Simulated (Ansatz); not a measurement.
The reference is MoSi2 (space group I4/mmm, No. 139; relaxed with 0.1 eV smearing).

```
MoSi2
1.0
   -1.60839     1.60839     3.93729
    1.60839    -1.60839     3.93729
    1.60839     1.60839    -3.93729
Si Mo
2 1
Direct
  0.66492   0.66492   0.00000
  0.33508   0.33508   0.00000
  0.00000   0.00000   0.00000
```

Cartesian axes are those of the cell as printed.

Method: PBE/PAW in Ansatz (a quantum-chemistry and plane-wave program), without spin-orbit coupling.

Before the change:

The pressure is 0.0 GPa.

The change: tensile biaxial strain of 0.50 % in the plane normal to [001], as in epitaxy on a mismatched substrate; the out-of-plane cell vector and the atoms relax.

Task: What happens to the pressure?

Result: The pressure (mean of the normal stresses, compression positive) goes from zero to -1.5 GPa.

Stability against distortions was not tested. The final runs are not spin-polarised.
